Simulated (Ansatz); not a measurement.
OH on the 1x1 (111) surface of fcc Rh, one in a 1x1 cell, energies for each (6.4 Å²). Energies are against H2O(g) − ½ H2(g), without zero-point or thermal terms; each row is named by its start.

The numbers are results of PBE (plane waves to 420 eV, PAW; Ansatz, a first-principles code), not measurements.

### Question
Which site binds most strongly?
(A) bridge Rh-Rh (span 2.7 Å)
(B) top Rh

### Answer
B, top Rh. Adsorption energies: top Rh 0.48 eV; bridge Rh-Rh (span 2.7 Å) 0.68 eV.
